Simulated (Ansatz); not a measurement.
Worked calculations on one periodic cell of amorphous Ti$_{20}$O$_{41}$Be: Ti20O41Be, 62 atoms, volume 787.8 Å³, made by a melt-quench on the CHGNet potential and relaxed with DFT. O atoms were pushed apart under 1.9 Å during the dynamics, to hinder bonds among them. It is a model cell: composition and starting density were chosen by hand, and all elements were melted together. Cycles of charging were run to anneal it. Computed with PBE, scalar-relativistic without spin-orbit coupling (plane waves to 420 eV, PAW; Ansatz, a quantum-chemistry and plane-wave program). Sampling: a 2×2×2 Γ-centred mesh; Fermi-Dirac width 0.02 eV; no spin polarisation. Its volume was relaxed, its shape was free, and it stands at a mean pressure of 0.0 GPa with stress components up to 0.1 GPa; the relaxation ran on the zone centre alone. Its density went from a set 3.58 to 3.42 g/cm³. The cell is small and was quenched far faster than a real film, so it is one sample of the glass.

Problem. Count formal charges (Ti +4, O -2, Be +2). What does the count lead one to expect at the Fermi level, and what does the calculation give?

Solution. 20 × (+4) + 41 × (-2) + 1 × (+2) = 0. The charges balance, so the anion-derived valence states can be full and a gap can open. On this mesh the highest filled and lowest empty level lie 2.59 eV apart, the PBE gap of this cell.

Four energies for an added electron at PBE on the zone centre alone (charged cells in a uniform background, spin-polarised): neutral at the neutral geometry -73428.636 eV; charged at the neutral geometry -73420.197 eV; charged and relaxed -73420.309 eV; neutral at the charged geometry -73428.476 eV.

Problem. Find the two relaxation energies and their sum, the reorganisation energy.

Solution. On charging: -73420.197 − (-73420.309) = 0.112 eV. On discharging: -73428.476 − (-73428.636) = 0.160 eV. The sum is 0.272 eV. The carrier's level spreads over 9 of the 62 atoms' worth, so it counts as partly localised, most on one Ti atom with neighbours O 1.92 Å, O 1.94 Å, O 1.95 Å, O 1.97 Å, O 1.98 Å, O 2.07 Å (neutral geometry). The values are uncorrected: the image energy of a point charge in this cell, 2.84 × 14.40 / (2 × 9.2) = 2.2 eV before screening, is screened by electrons alone at the fixed geometry and by ions too after relaxing, and the carrier can be spread before it relaxes, so each term can be off by up to that value times 1/ε∞, some tenths of an eV. PBE's self-interaction favours spread-out carriers, so a hybrid can localise more.

Four energies for a hole at PBE on the zone centre alone (charged cells in a uniform background, spin-polarised): neutral at the neutral geometry -73428.636 eV; charged at the neutral geometry -73434.272 eV; charged and relaxed -73434.540 eV; neutral at the charged geometry -73427.754 eV.

Problem. Find the two relaxation energies and their sum, the reorganisation energy.

Solution. On charging: -73434.272 − (-73434.540) = 0.268 eV. On discharging: -73427.754 − (-73428.636) = 0.882 eV. The sum is 1.150 eV. The carrier's level spreads over 4 of the 62 atoms' worth, so it counts as localised, most on one O atom with neighbours Be 1.58 Å, Ti 1.73 Å (neutral geometry). The values are uncorrected: the image energy of a point charge in this cell, 2.84 × 14.40 / (2 × 9.2) = 2.2 eV before screening, is screened by electrons alone at the fixed geometry and by ions too after relaxing, and the carrier can be spread before it relaxes, so each term can be off by up to that value times 1/ε∞, some tenths of an eV. PBE's self-interaction favours spread-out carriers, so a hybrid can localise more.
